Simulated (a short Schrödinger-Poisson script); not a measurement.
From a short Schrödinger-Poisson script (our own, NumPy): 1D Poisson equation in equilibrium, electrons quantum, Hartree (BenDaniel-Duke, 12 states a valley, the channel's in-plane mass for all, wave functions ending at the dielectric), parabolic valleys, classical holes, full ionisation, no traps, pinning or gate leakage.

Structure: MOS inversion layer, SiO2 on p-type Ge(100), at 300 K.

| layer | material | thickness (nm) | Na (cm⁻³) |
|---|---|---|---|
| 1 | SiO2 | 2.8 | - |
| 2 | Ge | 510 | 6.6e17 |

The device is made up for the run: typed textbook-type constants, with dimensions and the other settings drawn at random. SiO2: permittivity 3.9, conduction-band edge (eV) 3.1, gap (eV) 9, electron mass (mₑ) 0.5. Ge: permittivity 16, conduction-band edge (eV) 0, gap (eV) 0.664, Nv at 300 K (cm⁻³) 6e18.

Channel valleys (confinement mass, in-plane density-of-states mass, number): L4 0.12, 0.295, 4. At the gate the conduction-band edge of layer 1 lies 3.13 eV − eVg above the Fermi level of the channel; the field vanishes at the back. Gaps are held at their typed values at every temperature. Mesh 0.03 nm at interfaces.

Gate and field steps stay those of the base.

One input was changed, with this effect: gate voltage at 1e11 electrons/cm² 0.42 → 0.32 V; lowest subband against the Fermi level at Vg = 1.8 V 3.0 → 16.5 meV; centroid of the channel electrons at Vg = 1.8 V 2.70 → 2.76 nm; sheet density of all electrons at Vg = 1.8 V 8.16e12 → 8.39e12 cm⁻².

Task: Which change was it?
(A) dielectric thickness 2.8 → 1.7 nm
(B) confinement mass of the first valley 0.12 → 0.084 mₑ
(C) substrate doping 6.6e+17 → 2e+18 cm^-3
(D) temperature 300 → 400 K
(E) gate barrier 3.13 → 2.93 eV

Result: D, temperature 300 → 400 K

Only the L valleys are kept; under strong confinement the Δ valleys of Ge fill too.
